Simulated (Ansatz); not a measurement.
The reference is Mo in the bcc (W type) structure (space group Im-3m, No. 229; a = 3.130 Å; relaxed with 0.1 eV smearing). Axes: x, y, z lie along the cube axes.

All numbers come from PBEsol, PAW, 420 eV (Ansatz, an electronic-structure program; without spin-orbit coupling).

Perturbation: the cell is compressed by 1.00 % along z with no lateral relaxation, atoms relaxed at fixed cell.

Predict the stress tensor and what it implies for the stiffness.

Stress of the strained cell less that of the base (GPa, compression positive):
```
    1.8     0.0     0.0
    0.0     1.8     0.0
    0.0     0.0     5.1
```

Then −Δσ_ii/ε with ε = -0.0100 gives relaxed-ion elastic constants: C33 ≈ 508 GPa, C13 ≈ 179 GPa and C23 ≈ 179 GPa.

No phonon test of stability was made. All final runs are without spin polarisation.
